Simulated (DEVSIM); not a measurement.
System: abrupt Si p-n junction, at 300 K.

```csv
layer (left to right),material,thickness (μm),Nd (cm⁻³),Na (cm⁻³),τn (s),τp (s)
1,Si,0.650,-,3.4e16,1.2e-7,1.2e-7
2,Si,440,1e17,-,1.2e-7,1.2e-7
```

Left contact: ohmic. Right contact: ohmic. Voltage is applied to the left contact. Recombination: SRH at mid-gap, radiative, Auger. Mobility is μmin + (μ − μmin)/(1 + (N/Nref)^α).

This is a model device: material constants are rounded textbook-type values typed into the input, and sizes, dopings and lifetimes were drawn at random. Values at 300 K.

```tsv
parameter	Si
gap (eV)	1.124
affinity (eV)	4.05
permittivity	11.7
Nc (cm⁻³)	2.86e19
Nv (cm⁻³)	3.1e19
μn (cm²/Vs)	1417
μp (cm²/Vs)	470
μn,min	52
μp,min	45
Nref,n	9.7e16
Nref,p	2.2e17
αn	0.68
αp	0.72
B (cm³/s)	4.7e-15
Cn (cm⁶/s)	2.8e-31
Cp (cm⁶/s)	9.9e-32
```

Model (solved in DEVSIM): 1D drift-diffusion, Boltzmann statistics, complete ionisation; no tunnelling, impact ionisation, image-force lowering or self-heating.

Task: Tabulate band edges, carrier densities and field at 0.9 V on the left contact.

Result: Energies count from the Fermi level of the right contact; mesh points crowd at the junctions.

| x (μm) | Ec (eV) | Ev (eV) | n (cm⁻³) | p (cm⁻³) | field (V/cm) |
|---|---|---|---|---|---|
| 0.000 | 0.048 | -1.076 | 3400 | 3.4e16 | 11 |
| 0.04079 | 0.048 | -1.076 | 5.9e13 | 3.4e16 | 11 |
| 0.1522 | 0.048 | -1.076 | 2.2e14 | 3.4e16 | 11 |
| 0.4065 | 0.048 | -1.076 | 5.8e14 | 3.5e16 | 10 |
| 0.6013 | 0.036 | -1.088 | 1.4e15 | 2.2e16 | -5300 |
| 0.6480 | -0.027 | -1.151 | 1.6e16 | 1.9e15 | -25000 |
| 0.6874 | -0.071 | -1.195 | 8.9e16 | 3.4e14 | -2300 |
| 0.8719 | -0.074 | -1.198 | 1.0e17 | 3.0e14 | ≈ 0 |
| 1.337 | -0.074 | -1.198 | 1.0e17 | 2.8e14 | ≈ 0 |
| 2.597 | -0.073 | -1.197 | 1.0e17 | 2.5e14 | ≈ 0 |
| 6.323 | -0.072 | -1.196 | 1.0e17 | 1.8e14 | ≈ 0 |
| 23.45 | -0.063 | -1.187 | 1.0e17 | 3.7e13 | ≈ 0 |
| 63.95 | -0.043 | -1.167 | 1.0e17 | 9.1e11 | ≈ 0 |
| 183.6 | 0.017 | -1.107 | 1.0e17 | 1.7e7 | ≈ 0 |
| 373.3 | 0.112 | -1.012 | 1.0e17 | 1200 | ≈ 0 |
| 416.4 | 0.134 | -0.990 | 1.0e17 | 1200 | ≈ 0 |
| 432.3 | 0.142 | -0.982 | 1.0e17 | 1200 | ≈ 0 |
| 437.6 | 0.145 | -0.979 | 1.0e17 | 1200 | ≈ 0 |
| 439.9 | 0.146 | -0.978 | 1.0e17 | 1200 | ≈ 0 |
| 440.4 | 0.146 | -0.978 | 1.0e17 | 1200 | ≈ 0 |
| 440.6 | 0.146 | -0.978 | 1.0e17 | 1200 | ≈ 0 |
| 440.6 | 0.146 | -0.978 | 1.0e17 | 1200 | ≈ 0 |
